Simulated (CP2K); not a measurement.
# How far to go with shifted k-point meshes: Mg (P-3m1, 2 atoms in the cell)

```
CELL_PARAMETERS angstrom
      3.20037     0.00000     0.00000
     -1.60018     2.77160     0.00000
      0.00000     0.00000     5.19437
ATOMIC_POSITIONS crystal
  Mg 0.33333 0.66667 0.25963
  Mg 0.66667 0.33333 0.75000
```

Level of theory: LDA (Pade form), GPW, DZVP-MOLOPT-SR-GTH basis, GTH-PADE potentials (GTH_POTENTIALS) run with CP2K.

Base settings: CUTOFF = 1000 Ry; REL_CUTOFF = 50 Ry; SMEAR/METHOD = FERMI_DIRAC; ELECTRONIC_TEMPERATURE = 1160.45 K; KPOINTS/SCHEME = MACDONALD 6 6 3 0.08333333333 0.08333333333 0; XC_FUNCTIONAL = PADE; Mg/BASIS_SET = DZVP-MOLOPT-SR-GTH-q10; Mg/POTENTIAL = GTH-PADE-q10; METHOD = GPW; EPS_DEFAULT = 1e-10.

Only quantities that move along the ladder and can be compared are tabulated.

The starting cell has typed, rounded lattice constants, without a prior relaxation at this level. Its lattice was rescaled by up to half a per cent. One atom was moved a little off its site on purpose. Values carry the incompleteness of an atom-centred basis. Without a gap this mesh is coarse (it stands for a supercell whose shortest vector is 16 Å).

| KPOINTS/SCHEME | free energy less the last step's (meV/atom) | pressure (GPa) | largest difference of a force vector from the last step's (eV/Å) |
|---|---|---|---|
| MACDONALD 2 2 1 0 0 0.5 | -871.55 | -4.16 | 0.202 |
| MONKHORST-PACK 2 2 2 | -188.73 | -2.07 | 0.191 |
| MACDONALD 3 3 2 0.1666666667 0.1666666667 0 | -16.41 | -2.03 | 0.046 |
| MONKHORST-PACK 4 4 2 | -56.39 | -1.90 | 0.028 |
| MACDONALD 4 4 3 0 0 0.1666666667 | -6.71 | -1.55 | 0.053 |
| MACDONALD 5 5 3 0.1 0.1 0.1666666667 | 1.45 | -1.16 | 0.015 |
| MACDONALD 6 6 3 0 0 0.1666666667 | -22.66 | -1.34 | 0.010 |
| MONKHORST-PACK 6 6 4 | -4.09 | -1.23 | 0.009 |
| MACDONALD 7 7 4 0.07142857143 0.07142857143 0 | -2.07 | -1.24 | 0.007 |
| MONKHORST-PACK 8 8 4 | 11.06 | -1.11 | 0.002 |
| MACDONALD 8 8 5 0 0 0.1 | 12.10 | -1.03 | 0.008 |
| MACDONALD 9 9 5 0.05555555556 0.05555555556 0.1 | 2.72 | -1.16 | 0.004 |
| MONKHORST-PACK 10 10 6 | 1.00 | -1.12 | 0.003 |
| MACDONALD 11 11 6 0.04545454545 0.04545454545 0 | 5.70 | -1.10 | 0.001 |
| MACDONALD 12 12 7 0 0 0.07142857143 | 0.42 | -1.12 | 0.002 |
| MONKHORST-PACK 14 14 8 | 1.49 | -1.13 | 0.000 |
| MACDONALD 15 15 8 0.03333333333 0.03333333333 0 | 0.56 | -1.11 | 0.002 |
| MACDONALD 17 17 9 0.02941176471 0.02941176471 0.05555555556 | 0.51 | -1.13 | 0.000 |
| MACDONALD 19 19 10 0.02631578947 0.02631578947 0 | 0.00 | -1.14 | 0.000 |

Coarsest KPOINTS/SCHEME that holds the free energy within 5 meV/atom of the last step, with all finer ones: MACDONALD 12 12 7 0 0 0.07142857143; the step before is off by 5.7 meV/atom.

Coarsest KPOINTS/SCHEME that holds the pressure within 0.5 GPa of the last step, with all finer ones: MACDONALD 4 4 3 0 0 0.1666666667; the step before is off by 0.76 GPa.

Coarsest KPOINTS/SCHEME that holds the forces within 0.02 eV/Å of the last step, with all finer ones: MACDONALD 5 5 3 0.1 0.1 0.1666666667; the step before is off by 0.053 eV/Å.

Two neighbours can agree and both be off: MONKHORST-PACK 2 2 2 and MACDONALD 3 3 2 0.1666666667 0.1666666667 0 differ by 0.04 GPa in the pressure, yet lie about 0.90 GPa from the last step.
